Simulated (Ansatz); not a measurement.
In2Ge2O7 (Fd-3m, No. 227, 22 atoms in the cell; start mp-1190319), treated with PBEsol in Ansatz (plane waves, PAW).

Numerical settings: plane-wave cutoff 520 eV, 6×6×6 k mesh, Fermi–Dirac smearing 0.01 eV, scalar-relativistic PAW data made under PBE.

Cell (relaxed with PBEsol):

```cif
data_Ge16In16O56
_chemical_formula_sum 'In16 Ge16 O56'
_space_group_name_H-M_alt 'Fd-3m :1'
_space_group_IT_number 227
_space_group_name_Hall 'F 4d 2 3 -1d'
_cell_length_a 9.76096
_cell_length_b 9.76096
_cell_length_c 9.76096
_cell_angle_alpha 90.000
_cell_angle_beta 90.000
_cell_angle_gamma 90.000
loop_
_atom_site_label
_atom_site_type_symbol
_atom_site_symmetry_multiplicity
_atom_site_Wyckoff_symbol
_atom_site_fract_x
_atom_site_fract_y
_atom_site_fract_z
_atom_site_occupancy
In1 In 16 c 0.12500 0.12500 0.12500 1
Ge1 Ge 16 d 0.62500 0.62500 0.62500 1
O1 O 8 a 0.00000 0.00000 0.00000 1
O2 O 48 f 0.00000 0.00000 0.29542 1
```
(The calculation used a cell of 22 atoms; values per cell refer to that cell.)

Predict the band gap and smallest direct gap on the k points sampled.


- band gap: 1.32 eV
- smallest direct gap on the k points sampled: 1.39 eV

Spin–orbit coupling is not included.

Static lattice: no zero-point or thermal effects.

A start named mp-… is a Materials Project structure, which need not be a measured phase.

Ansatz is a quantum-chemistry and plane-wave program.
